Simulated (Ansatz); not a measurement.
CdTe (model structure, Pm-3m, No. 221, 2 atoms in the cell) was calculated with r²SCAN+rVV10 in Ansatz (PAW).

The run printed, among other lines:

```
WARN output.stress: scf.convergence.dr2_threshold = 1e-7 eV (the SCF's general default) is looser than the 2e-10 eV advised for a printed stress (1e-10 eV for …
Relaxation: its limit of steps is 80 (relax.max_steps)
Crystal: 2 atoms, lattice volume = 51.323 Å³
Basis set: ecut = 560 eV, 1551 PW (Γ), exchange–correlation on 90×90×90 points (27 copies of the dense FFT grid, shifted against one another)
Bands: 22, of which v1, the nominal top of the filled ones, is band 18 counted from 1 (17 counted from 0)
Symmetry: 48 space group operations
Space group: Pm-3m (ITA 221), of the structure as read, at distance tolerance 3.7e-5 Å
k-points: 165 of 4096
Initial density: superposition of atomic densities (chi_scale 0.1, normalization cell, long waves kept (reshape's long-wave potential 0.00 eV rms))
Functional: x = r2scan, c = r2scan + rvv10(b = 11.95, C = 0.0093); τ floored in thin density (d = 2e-4 eV/Å³)
SCF iter   1: F=—  HF=-15259.228694 eV  |F-HF|=—  |Δ(HF+E_count)|=         —  Δρ=2.59e-2  dr2=3.05e-1  dr2_τ=2.09e-3
SCF iter   2: F=—  HF=-15259.194613 eV  |F-HF|=—  |Δ(HF+E_count)|=   3.41e-2  Δρ=1.23e-2  dr2=5.71e-2  dr2_τ=4.95e-3
  ...
SCF 1 converged in 8 iterations: F = -15259.212781 eV  dr2 = 1.07e-8
Crystal: 2 atoms, lattice volume = 51.323 Å³
Initial density: handed on by an earlier stage of this run
SCF iter   1: F=—  HF=-15259.212781 eV  |F-HF|=—  |Δ(HF+E_count)|=         —  Δρ=5.32e-6  dr2=1.07e-8  dr2_τ=5.70e-10
SCF iter   2: F=-15259.212781 eV  HF=-15259.212781 eV  |F-HF|=3.86e-9  |Δ(HF+E_count)|=   7.37e-9  Δρ=3.35e-6  dr2=4.95e-9  dr2_τ=1.14e-10
SCF 2 converged in 2 iterations: F = -15259.212781 eV  dr2 = 4.95e-9
SCF converged after 2 iterations
Free energy (F): -15259.212781 eV
Internal energy: -15259.201098 eV  (E = F + TS)
E sigma→0 (E₀):  -15259.206939 eV
Fermi energy:    12.005139 eV
--- Stress (GPa, compression-positive) ---
        1.139918      -0.000000       0.000000
       -0.000000       1.139918       0.000000
        0.000000       0.000000       1.139918
  P = ⅓ Tr σ = 1.1399 GPa (11.399 kbar)
```

Problem. Write an input file that could have produced this run (the log leaves some choices open).

Solution. Several could match; the one computed here: 
Ansatz 0.2 input:
```yaml
crystal:
  lattice:
    - [3.716230213, 0.0, 0.0]
    - [0.0, 3.716230213, 0.0]
    - [0.0, 0.0, 3.716230213]
  atoms:
    - { symbol: Cd, position: [0.0, 0.0, 0.0] }
    - { symbol: Te, position: [0.5, 0.5, 0.5] }
basis:
  ecutwfc: 560
  ecutrho_ratio: 4
  xc_grid: 3
kpoints:
  mp_grid: { grid: [16, 16, 16] }
hamiltonian:
  xc: r2scan
  dispersion: rvv10
  pseudopotentials: { azcp: { folder: ./paw }, kind: paw }
scf:
  occupations: { method: fermi_dirac, width: 0.05 }
output:
  forces: true
  stress: true
  eigenvalues: true
relax:
  f_tol: 0.004
  escape_saddle: false
  max_steps: 80
```

The cell is one volume of an energy–volume scan, off the minimum.

The PAW data were made under PBE.

Note: the relaxation could raise the start's symmetry but not lower it, so the cell can be a saddle point.

Cost on a shared machine: around 20 core-seconds (rough).

A model structure was made by putting elements into a prototype or built by hand; it is no filed structure, need not be a known phase, and can be a saddle point held by its symmetry.

Ansatz is an electronic-structure program.
